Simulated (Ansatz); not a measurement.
Cost and result by functional for the surface energy of the (31-41) surface of hcp Ru in its 1x1 cell, outermost plane spacing 0.11 Å in the ideal cut, in Ansatz (plane waves, PAW). Single points on the PBE structure, on one kind of machine; costs are rough ratios of the slab run's core time (references not counted) to the cheapest single point. r2SCAN's cost holds its higher cutoff (500 against 420 eV). Differences are taken against r2SCAN for comparison alone: no measured value is at hand, so the table doesn't rank accuracy.

Model: 34-atom slab, 10.4 Å thick at the start (thin: gaps and levels are the slab's own), 8x5x1 mesh, Fermi-Dirac 0.1 eV, dipole correction, all atoms relaxed; held to the start's symmetry, so lower structures may exist; no spin, no spin-orbit, no U. These notes are the PBE run's.

| functional | relative cost | surface energy (J/m²) | less r2SCAN (J/m²) |
|---|---|---|---|
| LDA | 1 | 3.89 | 0.40 |
| RPBE | 1 | 2.99 | -0.51 |
| PBEsol | 1 | 3.71 | 0.22 |
| r2SCAN | 3 | 3.49 | 0.00 |
| PBE (the relaxed run's value) | – | 3.25 | -0.24 |

The values span 0.90 J/m², while the single points' costs differ by a factor of roughly 3. Differences are of unrounded values.

Ansatz is a first-principles code.
